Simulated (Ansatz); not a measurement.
Results of LDA in Ansatz (plane waves, PAW) for Mo₂InN (model structure, started from the MAX type, P6₃/mmc, No. 194, 8 atoms in the cell).

Input:

Ansatz 0.2 input:
```yaml
crystal:
  lattice:
    - [3.178751581, -0.0000002984, 0.0]
    - [-1.5893755321, 2.7528797707, 0.0]
    - [0.0, 0.0, 13.2329861992]
  atoms:
    - { symbol: In, position: [0.3333333333, 0.6666666667, 0.75] }
    - { symbol: In, position: [0.6666666667, 0.3333333333, 0.25] }
    - { symbol: Mo, position: [0.3333333333, 0.6666666667, 0.0760854781] }
    - { symbol: Mo, position: [0.6666666667, 0.3333333333, 0.5760854781] }
    - { symbol: Mo, position: [0.6666666667, 0.3333333333, 0.9239145219] }
    - { symbol: Mo, position: [0.3333333333, 0.6666666667, 0.4239145219] }
    - { symbol: N, position: [0.0, 0.0, 0.0] }
    - { symbol: N, position: [0.0, 0.0, 0.5] }
basis:
  ecutwfc: 520
  ecutrho_ratio: 4
  xc_grid: 2
kpoints:
  mp_grid: { grid: [24, 24, 4] }
hamiltonian:
  xc: lda
  dispersion: none
  pseudopotentials: { kind: paw }
scf:
  occupations: { method: fermi_dirac, width: 0.05 }
output:
  forces: true
  stress: true
  eigenvalues: true
relax:
  f_tol: 0.004
  escape_saddle: false
  max_steps: 80
  cell: { stress_tol: 0.02, fix: [volume] }
```

The run printed, among other lines:

```
Relaxation: its limit of steps is 80 (relax.max_steps)
Crystal: 8 atoms, lattice volume = 115.798 Å³
Basis set: ecut = 520 eV, 3091 PW (Γ), exchange–correlation on 48×48×200 points (8 copies of the dense FFT grid, shifted against one another)
Bands: 56, of which v1, the nominal top of the filled ones, is band 46 counted from 1 (45 counted from 0)
Symmetry: 24 space group operations
Space group: P63/mmc (ITA 194), of the structure as read, at distance tolerance 4.9e-5 Å
k-points: 183 of 2304
Functional: x = slater, c = lda
SCF iter   1: F=—  HF=-31034.911903 eV  |F-HF|=—  |Δ(HF+E_count)|=         —  Δρ=1.16e-2  dr2=1.48e-1
SCF iter   2: F=—  HF=-31034.890549 eV  |F-HF|=—  |Δ(HF+E_count)|=   2.14e-2  Δρ=6.31e-3  dr2=5.66e-2
  ...
SCF 1 converged in 8 iterations: F = -31034.876441 eV  dr2 = 2.16e-8
Crystal: 8 atoms, lattice volume = 115.798 Å³
Initial density: handed on by an earlier stage of this run
SCF 2 converged in 6 iterations: F = -31034.883454 eV  dr2 = 2.84e-8
Crystal: 8 atoms, lattice volume = 115.798 Å³
SCF 3 converged in 6 iterations: F = -31034.884049 eV  dr2 = 2.02e-10
Crystal: 8 atoms, lattice volume = 115.798 Å³
SCF 4 converged in 6 iterations: F = -31034.884052 eV  dr2 = 2.95e-11
Crystal: 8 atoms, lattice volume = 115.798 Å³
SCF iter   6: F=-31034.884052 eV  HF=-31034.884052 eV  |F-HF|=3.64e-12  |Δ(HF+E_count)|=  3.64e-12  Δρ=4.90e-9  dr2=4.64e-14
SCF iter   7: F=-31034.884052 eV  HF=-31034.884052 eV  |F-HF|=7.28e-12  |Δ(HF+E_count)|=  3.64e-12  Δρ=2.70e-9  dr2=1.30e-14
SCF 5 converged in 7 iterations: F = -31034.884052 eV  dr2 = 1.30e-14
SCF converged after 7 iterations
Free energy (F): -31034.884052 eV
Internal energy: -31034.824810 eV  (E = F + TS)
E sigma→0 (E₀):  -31034.854431 eV
Fermi energy:    17.543014 eV
--- Forces (eV/Å), atoms counted from 1 ---
  atom   1  In     0.00000000    -0.00000000     0.00000000
  atom   2  In    -0.00000000     0.00000000    -0.00000000
  atom   3  Mo     0.00000000    -0.00000000    -0.00006868
  atom   4  Mo     0.00000000     0.00000000    -0.00006868
  atom   5  Mo     0.00000000     0.00000000     0.00006868
  atom   6  Mo    -0.00000000    -0.00000000     0.00006868
  atom   7  N     -0.00000000     0.00000000     0.00000000
  atom   8  N      0.00000000     0.00000000     0.00000000
--- Stress (GPa, compression-positive) ---
       -3.491538       0.000000      -0.000000
       -0.000000      -3.491538      -0.000000
       -0.000000      -0.000000      -3.492079
  P = ⅓ Tr σ = -3.4917 GPa (-34.917 kbar)
```

The cell is one volume of an energy–volume scan, off the minimum.

The PAW data were made under PBE.

Note: the run has no spin polarisation, so it can have missed a magnetic state. Note: the relaxation could raise the start's symmetry but not lower it, so the cell can be a saddle point.

It cost very roughly 6 core-minutes of CPU time.

A model structure was made by putting elements into a prototype or built by hand; it is no filed structure, need not be a known phase, and can be a saddle point held by its symmetry.

Ansatz is a first-principles code.
